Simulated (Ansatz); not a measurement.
Base system: CdS in the wurtzite structure (space group P6_3mc, No. 186).

```
CELL_PARAMETERS angstrom
      4.19659     0.00000     0.00000
     -2.09830     3.63436     0.00000
      0.00000     0.00000     6.83017
ATOMIC_POSITIONS crystal
  Cd 0.33333 0.66667 0.99917
  Cd 0.66667 0.33333 0.49917
  S  0.33333 0.66667 0.37563
  S  0.66667 0.33333 0.87563
```

Method: Ansatz (a program for electronic structure) PBE, spin-orbit coupling left out, earlier PAW set.

Base values:

| Quantity | Result |
|---|---|
| Gap between the host's bands | 1.11 eV |

Perturbation: 1.04 electrons added to each cell, a density of 1.0×10^22 cm⁻³, with a uniform compensating background at fixed cell and a 300 K Fermi–Dirac width.

Q: Estimate the effect on the Fermi level from band edge and gap between the host's bands.

A: The Fermi level relative to the doped band's edge (positive inside the band; to 0.05 eV) comes out as +2.40 eV; the gap between the host's bands shrinks by 0.26 eV to 0.85 eV.

Charged cell with a jellium background: band edges are those of the host's band count, energies are not comparable with the neutral cell, and many-body gap narrowing is missing. Whether these cells are dynamically stable was not tested.
